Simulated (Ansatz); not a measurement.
MgS under a change: isotropic strain −2.00 %

The reference is MgS in the rock salt structure (space group Fm-3m, No. 225; a = 5.1820 Å).

Now apply this change: the cell is scaled by 0.9800 in all directions; the atoms relax in the strained cell.

Level of theory: PBEsol, PAW, 420 eV (Ansatz, an electronic-structure program; scalar-relativistic without spin-orbit coupling). Γ-centred 11×11×11 mesh, Fermi–Dirac width 0.05 eV.

- Volume per atom = 16.37 Å³ (base 17.39 Å³)
- Space group = Fm-3m (No. 225) (base Fm-3m (No. 225))
- Shortest interatomic distance = 4.798 bohr (base 4.896 bohr)
- Energy relative to the base (free energy F) = +16 meV/atom
- Pressure = 53.5 kbar (base 0.0 kbar)
- Band gap = 2.84 eV (base 2.73 eV)
- Gap character = indirect, Γ → X (base indirect, Γ → X)
- Mean gap deformation potential ΔEg/Δln V = -1.9 eV
- Width of the top valence band = 2.60 eV (base 2.43 eV)
- Electron mass = 0.54 mₑ along k, 0.29 mₑ across (at X) (base 0.53 mₑ along k, 0.29 mₑ across (at X))
- Hole mass (degenerate bands, along [100]) = 0.26, 0.86, 0.86 mₑ (at Γ) (base 0.25, 0.92, 0.92 mₑ (at Γ))
- Valley order (the lowest conduction-band minima on the path, energy above the VBM, named in the base's zone) = X along ⟨100⟩ 2.84 eV; Γ 4.19 eV (base X along ⟨100⟩ 2.73 eV; Γ 3.69 eV)

Final structure:

```
MgS
1.0
    0.00000     2.53918     2.53918
    2.53918     0.00000     2.53918
    2.53918     2.53918     0.00000
Mg S
1 1
Cartesian
  0.00000   0.00000   0.00000
  2.53918   2.53918   2.53918
```

Masses are band curvatures over ±0.01 Å⁻¹ around the edge. Along k means along the line from Γ to the band edge. Whether these cells are dynamically stable was not tested.
